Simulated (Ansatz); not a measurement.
The parent structure is GaSb in the zinc blende structure (space group F-43m, No. 216; a = 6.0488 Å).

Method: LDA/PAW in Ansatz (a quantum-chemistry and plane-wave program), no spin-orbit coupling.

Strains are applied to the cell and any free atomic positions relax.

One change was made to it. Results:

| quantity | base | after |
|---|---|---|
| energy relative to the base (free energy F) | 0 meV/atom | +4.5 meV/atom |
| pressure | 0.00 GPa | 1.80 GPa |

Problem. Which change produced these results?
A) isotropic strain −1.50 %
B) isotropic strain −1.00 %
C) isotropic strain +2.50 %
D) isotropic strain +1.50 %

Solution. B, isotropic strain −1.00 %. For comparison, the energy relative to the base in the other runs: isotropic strain +1.50 % gives +9.2 meV/atom; isotropic strain −1.50 % gives +10 meV/atom; isotropic strain +2.50 % gives +25 meV/atom.

Stability against distortions was not tested. All final runs are without spin polarisation.
